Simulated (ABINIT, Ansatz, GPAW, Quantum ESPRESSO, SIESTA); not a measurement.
Code comparison for Al2Cu (I4/mmm, 3 atoms in the cell)

Self-consistent single point.

```
CELL_PARAMETERS angstrom
     -2.03034     2.03034     2.85109
      2.03034    -2.03034     2.85109
      2.03034     2.03034    -2.85109
ATOMIC_POSITIONS crystal
  Al 0.75000 0.25000 0.50000
  Al 0.25000 0.75000 0.50000
  Cu 0.50000 0.50000 0.00000
```

All programs got the same cell, k-point mesh and kind of occupations (in Ansatz's words: kpoints.mp_grid.grid = 9 9 9; scf.occupations.method = gaussian; scf.occupations.width = 0.05 eV); potentials, basis and cutoffs are each program's usual ones.

```
code                                                                                                                                      model  pressure (GPa)  k-points       cutoff
----------------  -----------------------------------------------------------------------------------------------------------------------------  --------------  --------  -----------
ABINIT                                                                                       PBEsol, PAW (JTH v2.0 PBE PAW, files made for PBE)            0.03        75        30 Ha
Quantum ESPRESSO                                                                                   PBEsol, PSlibrary PAW (PBE) pseudopotentials           -0.32        75        50 Ry
GPAW                                                                                      PBEsol, GPAW PAW datasets PBEsol (made by gpaw-setup)            0.35        75       850 eV
Ansatz                                                                                                  PBEsol, default PAW files made with PBE           -0.16        75      default
SIESTA            GGA PBEsol, numerical atomic orbitals DZP, PseudoDojo PBEsol standard norm-conserving potentials (rewritten from UPF to PSML)            0.41       365  grid 400 Ry
```

The spread over the programs that give each value: pressure within 0.73 GPa.

The starting cell comes from a database of computed structures (which also holds hypothetical and non-ambient phases and stackings), without a prior relaxation at this level. On Ansatz's run: Spin polarisation is off.

Task: Why do the programs differ, and what cannot be compared?

Result: Differences of this kind can come from the potentials, where these differ, and from what each basis and cutoff leave unconverged. The valence holds different numbers of electrons (ABINIT 25, Quantum ESPRESSO 17, GPAW 17, Ansatz (a program for electronic structure) 25, SIESTA 25). The zero of total energies and Fermi levels follows the potentials and each program's conventions, so they are not compared here. SIESTA uses small atom-centred bases, whose incompleteness enters pressures, forces and empty levels differently from a plane-wave cutoff. Ansatz's pressure is given at a fixed set of plane waves, as the other plane-wave codes print theirs; with its correction for the finite basis it is -0.10 GPa. The programs reduce the same mesh by symmetry to different extents, which changes the work and not the result.

Left out of this page: Elk and FLEUR (not drawn, or without a comparable value).

Keys are those of Ansatz 0.2.
